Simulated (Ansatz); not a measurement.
Partial pair distribution functions of a relaxed model of amorphous Al30O48H6, broadened by 0.06 Å; density 2.96 g/cm³. Computed with PBE, scalar-relativistic without spin-orbit coupling (plane waves to 420 eV, PAW; Ansatz, a program for electronic structure).

A CHGNet melt-quench gave the starting glass, which DFT then relaxed. O atoms were pushed apart under 1.9 Å during the dynamics, to hinder bonds among them. The hot cell started wider than the set density and was brought back towards it in steps. It is the lowest in DFT energy of 8 quenches. It is a model cell: composition and starting density were chosen by hand, and all elements were melted together. No dispersion term was used. Its density started from a set value of 2.96 and ended at 2.96 g/cm³. The quench (nominally 370 K/ps over its main leg) was far faster than any real one, so the model tends to hold more defects than a real film. A cell of this size samples the disorder only roughly. Volume and shape were free in the relaxation. Stress components on the final sampling reach 0.7 GPa. Cycles of charging lowered its energy after that relaxation.

```csv
r (Å),g Al-O,g O-H,g Al-Al,g O-O
0.75,0.00,0.01,0.00,0.00
0.85,0.00,1.24,0.00,0.00
0.95,0.00,8.71,0.00,0.00
1.05,0.00,5.05,0.00,0.00
1.15,0.00,0.30,0.00,0.00
1.25,0.00,0.00,0.00,0.00
1.35,0.00,0.01,0.00,0.00
1.45,0.00,0.24,0.00,0.00
1.55,0.01,0.67,0.00,0.00
1.65,0.87,0.15,0.00,0.00
1.75,6.21,0.40,0.00,0.00
1.85,7.94,0.38,0.00,0.00
1.95,3.51,0.43,0.00,0.00
2.05,1.19,0.16,0.00,0.00
2.15,0.38,0.22,0.00,0.00
2.25,0.08,0.50,0.00,0.02
2.35,0.01,0.79,0.00,0.32
2.45,0.04,0.48,0.01,1.06
2.55,0.08,0.99,0.16,1.59
2.65,0.10,1.09,0.56,2.67
2.75,0.30,0.71,1.45,3.30
2.85,0.27,1.14,1.61,2.82
2.95,0.30,1.44,2.23,2.01
3.05,0.53,0.83,2.04,1.56
3.15,0.51,1.38,2.69,1.24
3.25,0.59,1.70,2.95,0.79
3.35,0.87,1.45,2.26,0.62
3.45,1.05,1.36,1.45,0.57
3.55,1.02,1.12,1.22,0.77
3.65,1.02,1.40,0.94,0.73
3.75,1.42,1.27,0.50,0.68
3.85,1.63,0.97,0.52,0.67
3.95,1.27,0.82,0.37,0.52
4.05,1.26,0.38,0.32,0.49
4.15,1.54,0.65,0.30,0.57
4.25,1.42,1.02,0.68,0.51
4.35,1.29,1.37,0.70,0.64
4.45,1.51,1.18,0.37,0.72
4.55,1.49,0.86,0.45,0.95
```

Within 2.30 Å each Al has 4.70 O neighbours on average.
